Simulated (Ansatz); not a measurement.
ZnS under load (space group P6_3mc), r2SCAN with spin-orbit coupling, rigid bands run with Ansatz (a program for electronic structure). Condition of this run: uniaxial stress along c of -1 GPa (compression positive) (the target of the relaxation). Band gap 2.80 eV, N_c = 2.32e18 cm⁻³ and N_v = 3.25e19 cm⁻³ at 300 K, conductivity masses along z (a = (3.77, 0.00, 0.00) Å; b = (-1.89, 3.27, 0.00) Å; c = (0.00, 0.00, 6.26) Å) of 0.183 mₑ (electrons) and 1.56 mₑ (holes). Take k_BT = 0.02585 eV.

Task: What thermal injection velocity √(2k_BT/πm) limits a ballistic channel along the direction named?

Result: 1.26e7 cm/s for electrons and 4.31e6 cm/s for holes, a ratio of √(m_h/m_e) = 2.92, for dilute carriers.

Task: Find the intrinsic carrier density and the intrinsic Fermi level.

Result: n_i = √(N_c N_v) exp(−E_g/2k_BT) = 8.68e18 × exp(−54.15) = 2.6e-5 cm⁻³. The level lies (k_BT/2) ln(N_v/N_c) = 34 meV from mid-gap (positive towards the conduction band). Each 0.1 eV added to the gap lowers n_i by a factor of 6.9.

Task: A film of it is 8 nm thick, with its normal along the direction named. Estimate the confinement energies in an infinite well.

Result: ħ²π²/(2m t²) = 0.376 eV·nm²/(m/mₑ × t²) gives 32.1 meV for electrons and 3.77 meV for holes, so the gap would widen to about 2.84 eV. Finite barriers and nonparabolic bands lower this, and with several valleys or bands the heaviest mass along the normal sets the lowest level, not this average.

Rigid bands with the computed gap; masses take one relaxation time for all states. Geometry: cell and atoms relaxed with PBEsol.
